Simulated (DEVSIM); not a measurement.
Device: Schottky contact on n-type GaN, at 350 K.

Layer 1 from the left is GaN, thickness (μm) 18.0, Nd (cm⁻³) 5.3e15, τn (s) 8.8e-8, τp (s) 8.8e-8.

Left contact: Schottky, work function 5.08 eV, emission velocity 4.9e6 cm/s. Right contact: ohmic. Voltage is applied to the left contact. Recombination: SRH at mid-gap, radiative. Mobility is μmin + (μ − μmin)/(1 + (N/Nref)^α).

Constants are typed, rounded textbook-type inputs, not results; the design itself was drawn at random and stands for no fabricated device. Values at 300 K; Nc and Nv go as T^1.5, mobilities as T to minus their exponent, the gap by Varshni's rule with the affinity fixed.

GaN: gap (eV) 3.43, affinity (eV) 4.1, permittivity 9.5, Nc (cm⁻³) 2.3e18, Nv (cm⁻³) 4.6e19, μn (cm²/Vs) 1200, μp (cm²/Vs) 100, μn,min 55, μp,min 3, Nref,n 2e17, Nref,p 3e17, αn 1, αp 2, T exponent of μn 1.5, T exponent of μp 2, B (cm³/s) 1e-11, Varshni α (eV/K) 0.00091, Varshni β (K) 830.

Model (solved in DEVSIM): 1D drift-diffusion, Boltzmann statistics, complete ionisation; no tunnelling, impact ionisation, image-force lowering or self-heating. Metal contacts follow the ideal Schottky-Mott rule: no Fermi-level pinning, no interface dipoles.

Dark forward current:

```tsv
|V| (V)	|J| (A/cm²)
0.05	6.546e-8
0.10	4.070e-7
0.15	2.189e-6
0.20	1.148e-5
0.25	5.988e-5
0.30	0.0003117
0.35	0.001620
0.40	0.008396
0.45	0.04330
0.50	0.2200
0.55	1.057
0.60	4.228
0.65	11.97
0.70	24.21
0.75	39.40
0.80	56.36
0.85	74.42
0.90	93.20
0.95	112.5
1.00	132.2
1.05	152.1
1.10	172.3
1.15	192.7
1.20	213.2
1.25	233.8
1.30	254.6
```

### Question
Work out the local ideality factor n = ΔV / (kT/q · ln(J2/J1)) between the rows 0.15 and 0.20 V, 1.25 and 1.30 V.

### Answer
kT/q = 30.16 mV. From 0.15 to 0.20 V: ln(1.148e-5/2.189e-6) = 1.657, n = 1.00, near the 1 of diffusion or emission over a barrier. From 1.25 to 1.30 V: ln(254.6/233.8) = 0.085, n = 19.45; the layers' resistance at their doping, Σ W/(qμN) = 0.0023 Ω cm², would take 47 mV of this step of 50 mV.

### Question
Estimate the current at 0.35 V for emission alone, J0 = q v N_band exp(−φB/kT), and read the barrier back from the simulated current.

### Answer
φB = 0.980 eV, N_band = 2.90e18 cm⁻³, J0 = 1.76e-8 A/cm²; J = J0 (exp(qV/kT) − 1) = 0.00193 A/cm². The simulation gives 0.00162 A/cm²; the estimate lies 19 % above. Read backwards, the simulated current gives an apparent barrier of 0.985 eV. The estimate leaves out transport through the depletion region and minority injection.
